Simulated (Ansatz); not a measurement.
The parent structure is Pt in the fcc (Cu type) structure (space group Fm-3m, No. 225; relaxed with 0.1 eV smearing).

```
Pt
1.0
    0.00000     1.97076     1.97076
    1.97076     0.00000     1.97076
    1.97076     1.97076     0.00000
Pt
1
Direct
  0.00000   0.00000   0.00000
```

Cartesian axes are those of the cell as printed.

The values are results of Ansatz (an electronic-structure program) r2SCAN, no spin-orbit coupling, earlier PAW set, not measurements.

Strains are applied to the cell and any free atomic positions relax.

One change was made to it. Results:

```tsv
quantity	base	after
energy relative to the base (free energy F)	0 meV/atom	+1.7 meV/atom
pressure (mean of the normal stresses, compression positive)	0.0 GPa	-2.7 GPa
```

Name the change that was made.
(A) uniaxial strain ε_zz = +4.75 %
(B) uniaxial strain ε_yy = −0.41 %
(C) uniaxial strain ε_xx = +1.04 %
(D) strain tensor (xx, yy, zz, yz, xz, xy) = (+2.25, −0.84, +1.92, +1.08, +0.16, +0.94) %

C, uniaxial strain ε_xx = +1.04 %. For comparison, the energy relative to the base in the other runs: uniaxial strain ε_yy = −0.41 % gives +0.3 meV/atom; strain tensor (xx, yy, zz, yz, xz, xy) = (+2.25, −0.84, +1.92, +1.08, +0.16, +0.94) % gives +18 meV/atom; uniaxial strain ε_zz = +4.75 % gives +32 meV/atom.

No phonon test of stability was made. The final runs are not spin-polarised. Pt lies near a magnetic instability that expansion can trigger; it was not tested.
